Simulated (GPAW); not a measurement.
Worked example: self-consistent single point of Ti3Al (P6_3/mmc, 8 atoms in the cell) in GPAW.

Method: PBE, GPAW PAW datasets PBE (gpaw-data 1.0.1) (plane waves; GPAW).

The change in words: lattice scaled by 0.98. Reference geometry:
```yaml
crystal:
  lattice:
    - [5.62527, 0.00000, 0.00000]
    - [-2.81264, 4.87163, 0.00000]
    - [0.00000, 0.00000, 4.53192]
  atoms:
    - { symbol: Ti, position: [0.82990, 0.65980, 0.25000] }
    - { symbol: Ti, position: [0.17010, 0.34020, 0.75000] }
    - { symbol: Ti, position: [0.17010, 0.82990, 0.75000] }
    - { symbol: Ti, position: [0.82990, 0.17010, 0.25000] }
    - { symbol: Ti, position: [0.34020, 0.17010, 0.25000] }
    - { symbol: Ti, position: [0.65980, 0.82990, 0.75000] }
    - { symbol: Al, position: [0.33333, 0.66667, 0.25000] }
    - { symbol: Al, position: [0.66667, 0.33333, 0.75000] }
```

Reference input (self-consistent single point, DFT PBE, plane waves, GPAW PAW datasets PBE (gpaw-data 1.0.1)): mode = pw; ecut = 800 eV; xc = PBE; kpts = 5 5 5; mesh shift (steps) = 0 0 0; occupations.name = fermi-dirac; occupations.width = 0.1 eV; nbands = -12; convergence.density = 1e-05 e/electron; symmetry.symmorphic = false; symmetry.tolerance = 0.0005; maxiter = 150. This run's input differs from it in these lines:

```diff
@@ -5,5 +5,5 @@
 atoms = Atoms(['Ti', 'Ti', 'Ti', 'Ti', 'Ti', 'Ti', 'Al', 'Al'],
-              cell=[[5.625274, 0.000000, 0.000000],
-                    [-2.812637, 4.871630, 0.000000],
-                    [0.000000, 0.000000, 4.531919]],
+              cell=[[5.512769, 0.000000, 0.000000],
+                    [-2.756384, 4.774197, 0.000000],
+                    [0.000000, 0.000000, 4.441281]],
               scaled_positions=[[0.829900, 0.659800, 0.250000],
```

The program printed (abridged):

```
     iter     time        total  log10-change:
                         energy   eigst   dens
iter:   1 --:--:--   -49.921325
iter:   2 --:--:--   -49.819416   -0.90  -1.35
iter:   3 --:--:--   -52.652855   +0.26  -1.36
iter:   4 --:--:--   -49.922814   -1.28  -1.40
iter:   5 --:--:--   -51.818593   -0.80  -1.67
iter:   6 --:--:--   -48.928421   -0.40  -1.44
iter:   7 --:--:--   -48.925126   -0.78  -1.99
iter:   8 --:--:--   -48.956642c  -1.56  -2.45
iter:   9 --:--:--   -49.026666   -1.40  -2.63
iter:  10 --:--:--   -49.042682   -2.01  -2.26
iter:  11 --:--:--   -49.030539c  -2.75  -2.17
iter:  12 --:--:--   -49.028481c  -3.38  -2.16
   [... lines left out ...]
iter:  15 --:--:--   -48.961417c  -2.54  -2.71
iter:  16 --:--:--   -48.962327c  -3.30  -3.06
iter:  17 --:--:--   -48.962716c  -3.97  -3.13
iter:  18 --:--:--   -48.962129c  -3.64  -3.16
iter:  19 --:--:--   -48.962130c  -3.91  -3.66
   [... 6 lines left out ...]
iter:  26 --:--:--   -48.962172c  -6.27  -4.38
iter:  27 --:--:--   -48.962165c  -6.10  -4.88
iter:  28 --:--:--   -48.962168c  -6.51  -4.57
iter:  29 --:--:--   -48.962166c  -7.16  -4.44
iter:  30 --:--:--   -48.962166c  -7.76c -4.61
iter:  31 --:--:--   -48.962168c  -7.22  -4.68
iter:  32 --:--:--   -48.962169c  -7.07  -4.85
iter:  33 --:--:--   -48.962168c  -7.69c -5.04c
Converged after 33 iterations.

Dipole moment: (-0.000000, 0.000000, -0.000000) |e|*Ang

Energy contributions relative to reference atoms: (reference = -152550.932220)

Kinetic:        +99.369560
Potential:      -80.950737
External:        +0.000000
XC:             -67.301454
Entropy (-ST):   -0.189138
Local:           +0.015033
SIC:             +0.000000
--------------------------
Free energy:    -49.056737
Extrapolated:   -48.962168

Showing only first 2 kpts
 Kpt  Band  Eigenvalues  Occupancy
  0    37      9.03207    1.99643
  0    38      9.56599    1.45733
  0    39      9.84063    0.29394
  0    40     10.43522    0.00090

  1    37      9.01715    1.99693
  1    38      9.46918    1.75219
  1    39     10.38666    0.00146
  1    40     10.51294    0.00041

Fermi level: 9.66477

No gap
   [... lines left out ...]
  2 Ti   -0.04337    0.02504    0.00000
  3 Ti    0.04337   -0.02504    0.00000
  4 Ti   -0.04337   -0.02504    0.00000
  5 Ti    0.04337    0.02504   -0.00000
  6 Al   -0.00000    0.00000   -0.00000
  7 Al    0.00000   -0.00000    0.00000

Stress tensor:
    -0.120550     0.000000     0.000000
     0.000000    -0.120550     0.000000
     0.000000     0.000000    -0.132994
Stress (GPa, Voigt): [-19.3143 -19.3143 -21.308    0.       0.       0.    ]
```

The run converged in 33 iterations. GPAW prints stress with tension positive. Against the reference run the free energy rises by 85.8 meV/atom, the pressure goes from 9.88 to 19.98 GPa and the largest force stays at 0.050 eV/Å.

The starting cell comes from a database of computed structures (which also holds hypothetical and non-ambient phases and stackings), without a prior relaxation at this level. Its lattice was rescaled by a random factor within 2.5 % of one. For this run, on top of that: lattice scaled by 0.98. Spin polarisation is off. With a pressure of about 20 GPa the cell is away from its equilibrium volume at this level.

Cost on one core of a shared machine: roughly 4 min.
